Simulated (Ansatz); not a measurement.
ScAl2: alloy series

The parent structure is ScAl$_{2}$ in the cubic Laves (MgCu2 type) structure (space group Fd-3m, No. 227; a = 7.5274 Å; a cell from a computed database, its experimental status unchecked).

The other end (x = 1) is KAl₂ in the cubic Laves (MgCu2 type) structure (space group Fd-3m, No. 227; a hypothetical phase, not in the database extracts checked): 23.84 Å³/atom, gap zero; this end may not be an ambient phase.

K replaces a fraction x of Sc; each row is one arrangement (x, atoms in the cell, starting space group or random), fully relaxed.

The values are results of Kohn–Sham DFT with the PBEsol functional, run in Ansatz (an electronic-structure program) with PAW and 420 eV plane waves, no SOC, not measurements.

Notes on the quantities. mixing energy: to 0.01 eV only: unlike meshes or grids; against an end that may be hypothetical.

```json
[
 {"variant": "base", "density": "3.08 g/cm³", "mixing energy": "–"},
 {"variant": "x(K) = 0.25, 12 atoms, P-4m2", "density": "2.85 g/cm³", "mixing energy": "+0.06 eV/atom"},
 {"variant": "x(K) = 0.25, 12 atoms, R3m", "density": "2.85 g/cm³", "mixing energy": "+0.08 eV/atom"},
 {"variant": "x(K) = 0.5, 12 atoms, R-3m (arrangement B)", "density": "2.61 g/cm³", "mixing energy": "+0.04 eV/atom"},
 {"variant": "x(K) = 0.5, 12 atoms, R-3m (arrangement A)", "density": "2.62 g/cm³", "mixing energy": "+0.13 eV/atom"},
 {"variant": "x(K) = 0.5, 6 atoms, F-43m", "density": "2.63 g/cm³", "mixing energy": "+0.12 eV/atom"}
]
```

Each cell is one ordered arrangement of few atoms, which overstates ordering effects compared with a random alloy. No phonon test of stability was made. The final runs are not spin-polarised. KSc3Al8, ScAl2 and KScAl4 have a high density of states at the Fermi level and may be magnetic at this level.
